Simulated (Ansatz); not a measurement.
Results of r²SCAN0 (Ansatz, an electronic-structure program, plane waves, PAW) for cubic perovskite KNiF3.

Numerical settings: plane-wave cutoff 520 eV, 6×6×6 k mesh, Fermi–Dirac smearing 0.01 eV, spin-polarised start, scalar-relativistic PAW data made under PBE.

Cell (relaxed with PBEsol):

```
CELL_PARAMETERS angstrom
      4.00162     0.00000     0.00000
      0.00000     4.00162     0.00000
      0.00000     0.00000     4.00162
ATOMIC_POSITIONS crystal
  K  0.00000 0.00000 0.00000
  Ni 0.50000 0.50000 0.50000
  F  0.00000 0.50000 0.50000
  F  0.50000 0.00000 0.50000
  F  0.50000 0.50000 0.00000
```

### Question
Give the computed band gap, smallest direct gap on the k points sampled and direct gap at Γ.

### Answer

- band gap: 7.41 eV (on the SCF k mesh) (indirect)
- smallest direct gap on the k points sampled: 7.64 eV
- direct gap at Γ: 8.71 eV

Note: the magnetic order was assumed, not searched for or taken from measurement; cell and atoms aren't relaxed at this level (pressure -0.5 GPa).

The computed numbers hold no vibrational or temperature effects.
